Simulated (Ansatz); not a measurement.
## Effect of uniaxial strain ε_xx = −2.50 % on Zr

Base system: Zr in the hcp (Mg type) structure (space group P6_3/mmc, No. 194; a = 3.2443 Å, c = 5.1580 Å; relaxed with 0.1 eV smearing). Axes: x lies along a and z along c of the hexagonal cell.

One thing is altered: uniaxial strain ε_xx = −2.50 %, all other strain components held at zero, atoms relaxed at fixed cell.

Calculations: r2SCAN in Ansatz (plane waves to 500 eV, PAW, no spin-orbit coupling). Settings: 20×20×11 k-points, 0.1 eV Fermi–Dirac smearing.

The volume per atom drops by 0.59 Å³, from 23.51 Å³ to 22.92 Å³ and the space group becomes Cmcm (No. 63) (base: P6_3/mmc (No. 194)). The shortest interatomic distance falls by 0.0317 Å (3.187 Å → 3.156 Å) and the energy goes up by 7.0 meV/atom. The pressure (mean of the normal stresses, compression positive) goes from zero to 2.4 GPa and the band gap is still zero. The largest internal atomic displacement amounts to 0.027 Å and the stress (xx, yy, zz, yz, xz, xy; compression positive) amounts to (3.9, 1.8, 1.6, 0.0, 0.0, 0.0) GPa.

Final structure:

```yaml
crystal:
  lattice:
    - [3.16321, 0.00000, 0.00000]
    - [-1.58160, 2.80966, 0.00000]
    - [0.00000, 0.00000, 5.15800]
  atoms:
    - { symbol: Zr, position: [0.66182, 0.32363, 0.75000] }
    - { symbol: Zr, position: [0.33818, 0.67637, 0.25000] }
```

No phonon test of stability was made. The final runs are not spin-polarised.

Ansatz is a program for electronic structure.
